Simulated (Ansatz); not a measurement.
The reference is Mg2Ge in the anti-fluorite structure (space group Fm-3m, No. 225).

```xyz
3
Lattice="0.0000 3.1822 3.1822 3.1822 0.0000 3.1822 3.1822 3.1822 0.0000" Properties=species:S:1:pos:R:3 pbc="T T T"
Mg     1.5911     1.5911     1.5911
Mg     4.7733     4.7733     4.7733
Ge     0.0000     0.0000     0.0000
```

Cartesian axes are those of the cell as printed.

Method: PBEsol (Ansatz, an electronic-structure program; PAW; 420 eV plane waves; no spin-orbit coupling).

Before the change:

| Item | Value |
|---|---|
| Band gap | 0.08 eV |
| Pressure | 0.0 GPa |
| Shortest interatomic distance | 2.756 Å |

One thing is altered: the cell is compressed by 2.50 % along z with no lateral relaxation, atoms relaxed at fixed cell.

Problem. How does this affect the band gap, pressure, shortest interatomic distance and energy relative to the base?

Solution. The band gap becomes zero (base: 0.08 eV); the pressure (mean of the normal stresses, compression positive) goes from zero to 1.4 GPa; the shortest interatomic distance falls by 0.023 Å, from 2.756 Å to 2.733 Å; the energy rises by 4.9 meV/atom.

The cells carry an imposed strain or load. Stability against distortions was not tested. All final runs are without spin polarisation. A zero or small gap of Mg2Ge can be the functional's error rather than a property of the material.
